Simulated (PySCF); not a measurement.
PySCF 2.14.0, B3LYP/def2-svp: Ca(Cl)2(OH2)2 ([OH2]->[Ca](<-[OH2])([Cl])[Cl]), 9 atoms. The geometry is a generated start, not checked to be a minimum at this level.

```
Item                                       Value
-------------------------------  ---------------
task                                      energy
method                                     b3lyp
basis                                   def2-svp
mol.max_memory                           7000 MB
mf.init_guess                    minao (default)
mf.DIIS                          CDIIS (default)
mf.diis_space                        8 (default)
mf.conv_tol                      1e-09 (default)
mf.grids.level                       3 (default)
basis functions (reference run)              108
grid points (reference run)               125584
```

```xyz
9

Ca     0.9221     0.2258    -0.4032
Cl     2.6425    -1.4586    -0.0714
Cl    -0.0992     0.7780     1.8125
O     -0.6894     1.6744    -0.9129
H     -1.2288     2.3580    -1.3272
H     -0.9298     1.6524     0.0364
O     -0.3880    -1.6614    -0.0520
H     -0.6511    -1.3807     0.8421
H      0.4218    -2.1879     0.0757
```

The reference run uses exact four-centre integrals. One run each, on a shared machine, so no times are given.

Settings tried, all else as in the reference:
- COSX exchange (sgx_fit, pjs) with fitted J, mf.with_df.grids_level_i = 1, mf.with_df.grids_level_f = 2 (default)
- COSX exchange (sgx_fit, pjs) with fitted J, mf.with_df.grids_level_i = 1, mf.with_df.grids_level_f = 3
- COSX exchange (sgx_fit, pjs) with fitted J, mf.with_df.grids_level_i = 1, mf.with_df.grids_level_f = 1
- density fitting, auxbasis = def2-universal-jfit
- density fitting, auxbasis = autoaux
- COSX exchange (sgx_fit, pjs) with fitted J, mf.with_df.grids_level_i = 1, mf.with_df.grids_level_f = 4
- density fitting
- density fitting of J alone, exact K

**Question.** Which settings reproduce the reference to 1.0 meV/atom in energy?

**Answer.** Within it: density fitting, auxbasis = autoaux; density fitting; COSX exchange (sgx_fit, pjs) with fitted J, mf.with_df.grids_level_i = 1, mf.with_df.grids_level_f = 1; COSX exchange (sgx_fit, pjs) with fitted J, mf.with_df.grids_level_i = 1, mf.with_df.grids_level_f = 2 (default); COSX exchange (sgx_fit, pjs) with fitted J, mf.with_df.grids_level_i = 1, mf.with_df.grids_level_f = 3; COSX exchange (sgx_fit, pjs) with fitted J, mf.with_df.grids_level_i = 1, mf.with_df.grids_level_f = 4; density fitting of J alone, exact K. Outside: density fitting, auxbasis = def2-universal-jfit.

```csv
setting,energy against the reference
"density fitting, auxbasis = autoaux",−0.019 meV/atom
density fitting,−0.033 meV/atom
"COSX exchange (sgx_fit, pjs) with fitted J, mf.with_df.grids_level_i = 1, mf.with_df.grids_level_f = 1",−0.20 meV/atom
"COSX exchange (sgx_fit, pjs) with fitted J, mf.with_df.grids_level_i = 1, mf.with_df.grids_level_f = 2 (default)",−0.28 meV/atom
"COSX exchange (sgx_fit, pjs) with fitted J, mf.with_df.grids_level_i = 1, mf.with_df.grids_level_f = 3",−0.28 meV/atom
"COSX exchange (sgx_fit, pjs) with fitted J, mf.with_df.grids_level_i = 1, mf.with_df.grids_level_f = 4",−0.28 meV/atom
"density fitting of J alone, exact K",−0.28 meV/atom
"density fitting, auxbasis = def2-universal-jfit",+5300 meV/atom
```

Total energies are compared; such shifts often cancel in part in energy differences. sgx_fit (COSX, pjs=True) fits J as well, so its difference is the sum of the grid's shift in exchange and the fit's in Coulomb. def2-universal-jfit is made for Coulomb alone and misses functions that exchange needs. Also tried and not ranked: density fitting, auxbasis = def2-universal-jkfit (same energy as a listed run). The tolerance is a choice made for this comparison.
